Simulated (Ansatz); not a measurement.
For TiO2 (Pbca, No. 61), PBE-D3(BJ) (Ansatz, an electronic-structure program, PAW) gives:

| Property | Value |
|---|---|
| volume per atom | 10.77 Å³/atom |
| enthalpy of formation | -3.062 eV/atom |

What does r²SCAN-D4 (plane waves, PAW; Ansatz) give for the same quantities?


- equilibrium volume per atom: 10.65 Å³/atom (falls by 1.1 %)
- formation enthalpy: -3.385 eV/atom (moves by -0.323 eV/atom)

Changes are worked out from the printed values.

Unless a cell is named, each level is at its own relaxed cell (PBE-D3(BJ) 10.77, r²SCAN-D4 10.65 Å³/atom).

Caveats: the relaxation could not lower the start's symmetry, so the cell can be a saddle point above a distorted one (PBE-D3(BJ), r²SCAN-D4). Ansatz's density-functional and Hartree–Fock values are scalar-relativistic unless marked +SOC, with PAW data made under PBE.
